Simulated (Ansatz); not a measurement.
Consider the following.

```yaml
crystal:
  lattice:
    - [3.59364, 0.00000, 0.00000]
    - [0.00000, 3.59364, 0.00000]
    - [1.79682, -1.79682, 2.35314]
  atoms:
    - { symbol: Pb, position: [0.00000, 0.00000, 0.00000] }
```

No spin polarisation.

Calculations: DFT with PBEsol, PAW potentials and a 420 eV plane-wave cutoff in Ansatz (a program for electronic structure), no spin-orbit coupling. Γ-centred 23×23×23 mesh, Fermi–Dirac width 0.1 eV.

Estimate the pressure (mean of the normal stresses, compression positive).

-0.5 GPa.

Estimate the band gap.

Zero.

Estimate the space group.

I4/mmm (No. 139).

The cells carry an imposed strain or load. Whether these cells are dynamically stable was not tested. The cell was made from Pb in the fcc (Cu type) structure (space group Fm-3m, No. 225) by this change: biaxial strain +3.00 %, plane normal [001], relaxed out of plane.
